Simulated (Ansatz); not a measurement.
Candidate structures of PbS, relaxed level by level: PbS (Cmcm, No. 63, 4 atoms in the cell; start mp-1018115; high-pressure phase); PbS (Fm-3m, No. 225, 2 atoms in the cell; start mp-1057015); PbS (Pnma, No. 62, 8 atoms in the cell; start mp-1078500; a measured phase of this formula has another space group); PbS (model structure, P6₃/mmc, No. 194, 4 atoms in the cell); PbS (model structure, started from the litharge type, P4/nmm, No. 129, 4 atoms in the cell); PbS (model structure, started from the zincblende type, F-43m, No. 216, 2 atoms in the cell). Levels: r²SCAN+rVV10 in Ansatz (plane waves, PAW).

Task: Which structure has the lowest energy at each level, and how far above it lie the others?

Result: Lowest: r²SCAN+rVV10, PbS (Fm-3m, No. 225, 2 atoms in the cell; start mp-1057015). Energies above the lowest of these candidates, meV/atom:

```tsv
structure	r²SCAN+rVV10
PbS (Fm-3m, No. 225, 2 atoms in the cell; start mp-1057015)	0
PbS (Pnma, No. 62, 8 atoms in the cell; start mp-1078500; a measured phase of this formula has another space group)	14
PbS (Cmcm, No. 63, 4 atoms in the cell; start mp-1018115; high-pressure phase)	19
PbS (model structure, P6₃/mmc, No. 194, 4 atoms in the cell)	68
PbS (model structure, started from the litharge type, P4/nmm, No. 129, 4 atoms in the cell)	139
PbS (model structure, started from the zincblende type, F-43m, No. 216, 2 atoms in the cell)	306
```

Static-lattice energies; unlike cells have unlike k meshes, which leaves some meV/atom of uncertainty, and other structures than these can lie lower.

Note: the relaxation could not lower the start's symmetry, so the cell can be a saddle point above a distorted one.

A model structure was made by putting elements into a prototype or built by hand; it is no filed structure, need not be a known phase, and can be a saddle point held by its symmetry.

A start named mp-… is a Materials Project structure, which need not be a measured phase.

Ansatz is a quantum-chemistry and plane-wave program.
